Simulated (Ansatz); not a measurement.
Worked calculations on one periodic cell of amorphous Si$_{24}$O$_{49}$Na$_{2}$: Si24O49Na2, 75 atoms, volume 1129.5 Å³, made by a melt-quench on the CHGNet potential and relaxed with DFT. O atoms were pushed apart under 1.9 Å during the dynamics, to hinder bonds among them. It is a model cell: composition and starting density were chosen by hand, and all elements were melted together. Cycles of charging were run to anneal it. These are PBE, scalar-relativistic without spin-orbit coupling (plane waves to 420 eV, PAW; Ansatz, a first-principles code) values and carry that method's errors. Sampling: a 2×2×2 Γ-centred mesh; Fermi-Dirac width 0.02 eV; no spin polarisation. Its volume was held where the quench left it, its shape was free, and it stands at a mean pressure of -0.4 GPa with stress components up to 0.6 GPa; the relaxation ran on the zone centre alone. Its density went from a set 2.21 to 2.21 g/cm³. The cell is small and was quenched far faster than a real film, so it is one sample of the glass.

Four energies for an added electron at PBE on the zone centre alone (charged cells in a uniform background, spin-polarised): neutral at the neutral geometry -46116.051 eV; charged at the neutral geometry -46109.888 eV; charged and relaxed -46109.931 eV; neutral at the charged geometry -46115.994 eV.

Problem. Find the two relaxation energies and their sum, the reorganisation energy.

Solution. On charging: -46109.888 − (-46109.931) = 0.043 eV. On discharging: -46115.994 − (-46116.051) = 0.057 eV. The sum is 0.100 eV. The carrier's level spreads over 38 of the 75 atoms' worth, more than a fifth of the atoms or a third of the atoms of its main element (six at least), and the sum is small, so it counts as a band carrier, whose relaxation energy shrinks as the cell grows. PBE's self-interaction favours spread-out carriers, so a hybrid can localise more.

Four energies for a hole at PBE on the zone centre alone (charged cells in a uniform background, spin-polarised): neutral at the neutral geometry -46116.051 eV; charged at the neutral geometry -46118.187 eV; charged and relaxed -46118.637 eV; neutral at the charged geometry -46115.102 eV.

Problem. Find the two relaxation energies and their sum, the reorganisation energy.

Solution. On charging: -46118.187 − (-46118.637) = 0.450 eV. On discharging: -46115.102 − (-46116.051) = 0.949 eV. The sum is 1.399 eV. The carrier's level spreads over 2 of the 75 atoms' worth, so it counts as localised, most on one O atom with neighbours Si 1.55 Å (neutral geometry). The values are uncorrected: the image energy of a point charge in this cell, 2.84 × 14.40 / (2 × 10.4) = 2.0 eV before screening, is screened by electrons alone at the fixed geometry and by ions too after relaxing, and the carrier can be spread before it relaxes, so each term can be off by up to that value times 1/ε∞, some tenths of an eV. PBE's self-interaction favours spread-out carriers, so a hybrid can localise more.
